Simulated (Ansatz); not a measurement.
The reference is Ta in the bcc (W type) structure (space group Im-3m, No. 229; relaxed with 0.1 eV smearing).

```yaml
crystal:
  lattice:
    - [-1.65304, 1.65304, 1.65304]
    - [1.65304, -1.65304, 1.65304]
    - [1.65304, 1.65304, -1.65304]
  atoms:
    - { symbol: Ta, position: [0.00000, 0.00000, 0.00000] }
```

Cartesian axes are those of the cell as printed.

All numbers come from plane-wave PAW DFT at the r2SCAN level (Ansatz, a quantum-chemistry and plane-wave program, 500 eV), spin-orbit coupling left out.

Modification: uniaxial strain ε_zz = +2.50 %, all other strain components held at zero; the atoms relax in the strained cell.

### Question
Predict the stress tensor and what it implies for the stiffness.

### Answer
Stress of the strained cell less that of the base (GPa, compression positive):
```
   -3.9     0.0     0.0
    0.0    -3.9     0.0
    0.0     0.0    -6.3
```

Then −Δσ_ii/ε with ε = 0.0250 gives secant stiffness values (nonlinear terms included at this strain): C33 ≈ 253 GPa, C13 ≈ 156 GPa and C23 ≈ 156 GPa.

As a check, the harmonic strain energy −½ V₀ Δσ:ε is 8.9 meV/atom; the computed energy rise is 9.2 meV/atom.

Whether these cells are dynamically stable was not tested. The final runs are not spin-polarised.
